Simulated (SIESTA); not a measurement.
Input and output of a self-consistent single point for ZnS (P6_3mc, 8 atoms in the cell) (SIESTA).

Level of theory: GGA PBE, numerical atomic orbitals DZP, PseudoDojo PBE standard norm-conserving potentials (rewritten from UPF to PSML) (SIESTA 5.4.2).

The change in words: lattice scaled by 0.98. Reference geometry:
```
CELL_PARAMETERS angstrom
      3.80895     0.00000     0.00000
     -1.90447     3.29865     0.00000
      0.00000     0.00000    12.45260
ATOMIC_POSITIONS crystal
  Zn 0.66667 0.33333 0.74993
  Zn 0.33333 0.66667 0.24993
  Zn 0.00000 0.00000 0.50000
  Zn 0.00000 0.00000 0.00000
  S  0.66667 0.33333 0.93773
  S  0.33333 0.66667 0.43773
  S  0.00000 0.00000 0.68734
  S  0.00000 0.00000 0.18734
```

Reference input (self-consistent single point, DFT, GGA PBE, numerical atomic orbitals DZP, PseudoDojo PBE standard norm-conserving potentials (rewritten from UPF to PSML)): XC.functional = GGA; XC.authors = PBE; potentials = PseudoDojo PBE standard; PAO.BasisSize = DZP; PAO.EnergyShift = 0.01 Ry; MeshCutoff = 350 Ry; kgrid.MonkhorstPack = 7 7 2; OccupationFunction = FD; ElectronicTemperature = 10 K; MaxSCFIterations = 150; SCF.Mixer.Method = Pulay; SCF.Mixer.Weight = 0.25. This run's input differs from it in these lines:

```diff
@@ -12,5 +12,5 @@
 %block LatticeVectors
-     3.808950000    0.000000000    0.000000000
-    -1.904475000    3.298647000    0.000000000
-     0.000000000    0.000000000   12.452600000
+     3.732771000    0.000000000    0.000000000
+    -1.866385000    3.232674000    0.000000000
+     0.000000000    0.000000000   12.203548000
 %endblock LatticeVectors
@@ -18,10 +18,10 @@
 %block AtomicCoordinatesAndAtomicSpecies
-     1.904476904    1.099547900    9.338578318  1
-    -0.000001904    2.199099100    3.112278318  1
-     0.000000000    0.000000000    6.226300000  1
+     1.866387533    1.077556922    9.151806752  1
+    -0.000001533    2.155117078    3.050032752  1
+     0.000000000    0.000000000    6.101774000  1
      0.000000000    0.000000000    0.000000000  1
-     1.904476904    1.099547900   11.677176598  2
-    -0.000001904    2.199099100    5.450876598  2
-     0.000000000    0.000000000    8.559170084  2
-     0.000000000    0.000000000    2.332870084  2
+     1.866387533    1.077556922   11.443633066  2
+    -0.000001533    2.155117078    5.341859066  2
+     0.000000000    0.000000000    8.387986682  2
+     0.000000000    0.000000000    2.286212682  2
 %endblock AtomicCoordinatesAndAtomicSpecies
```

The program printed (abridged):

```
        iscf     Eharris(eV)        E_KS(eV)     FreeEng(eV)     dDmax    Ef(eV) dHmax(eV)
   scf:    1   -23709.745367   -23866.511655   -23866.511655  1.051792  0.417426 35.450372
   scf:    2   -23986.059827   -23944.730995   -23944.730995  0.508559 -0.863903  6.503584
   scf:    3   -23947.749604   -23946.519367   -23946.519367  0.111541 -1.631953  2.122562
   scf:    4   -23946.305770   -23946.416017   -23946.416017  0.012651 -1.522660  2.649039
   scf:    5   -23946.776818   -23946.683912   -23946.683912  0.062462 -2.257215  0.280050
   [... 4 lines left out ...]
   scf:   10   -23946.687388   -23946.687388   -23946.687388  0.000069 -2.205723  0.001228
   scf:   11   -23946.687388   -23946.687388   -23946.687388  0.000059 -2.206093  0.000722
   scf:   12   -23946.687388   -23946.687388   -23946.687388  0.000021 -2.205958  0.000003
   scf:   13   -23946.687388   -23946.687388   -23946.687388  0.000001 -2.205959  0.000002
SCF Convergence by DM+H criterion
max |DM_out - DM_in|         :     0.0000013079
max |H_out - H_in|      (eV) :     0.0000015663
SCF cycle converged after 13 iterations

Using DM_out to compute the final energy and forces

siesta: E_KS(eV) =           -23946.6874

siesta: E_KS - E_eggbox =    -23946.6874

siesta: Atomic forces (eV/Ang):
     1   -0.000046    0.000025   -0.022367
     2    0.000046   -0.000025   -0.022367
     3   -0.000006    0.000002    0.013533
     4    0.000006   -0.000002    0.013533
     5   -0.000018    0.000008   -0.024175
     6    0.000018   -0.000008   -0.024175
     7    0.000006   -0.000002    0.017717
     8   -0.000006    0.000002    0.017717
   Tot    0.000000    0.000000   -0.030586
   Max    0.024175
   Res    0.011481    sqrt( Sum f_i^2 / 3N )
   Max    0.024175    constrained

   [... lines left out ...]
siesta: FreeEng =    -23946.687388
siesta: Cell volume =        147.258161 Ang**3
siesta:          68.46967019         69.31186522  kBar
   [... lines left out ...]

mulliken: Qtot =      104.000

Mulliken Atomic Populations:
Atom #   charge [q] valence [e]  Species
     1     0.409452   19.590548  Zn
     2     0.409452   19.590548  Zn
     3     0.436547   19.563453  Zn
     4     0.436547   19.563453  Zn
     5    -0.430778    6.430778  S
     6    -0.430778    6.430778  S
     7    -0.415222    6.415222  S
     8    -0.415222    6.415222  S
 Total     0.000000
```

The run converged in 13 iterations. Against the reference run the free energy goes up by 26.5 meV/atom, the pressure goes from 0.78 to 6.85 GPa, the largest force hardly changes (0.026 to 0.024 eV/Å) and the gap on the mesh goes from 2.596 to 2.989 eV.

The starting cell comes from a database of computed structures (which also holds hypothetical and non-ambient phases and stackings), without a prior relaxation at this level. For this run, on top of that: lattice scaled by 0.98. Values carry the incompleteness of an atom-centred basis. With a pressure of about 7 GPa the cell is away from its equilibrium volume at this level.
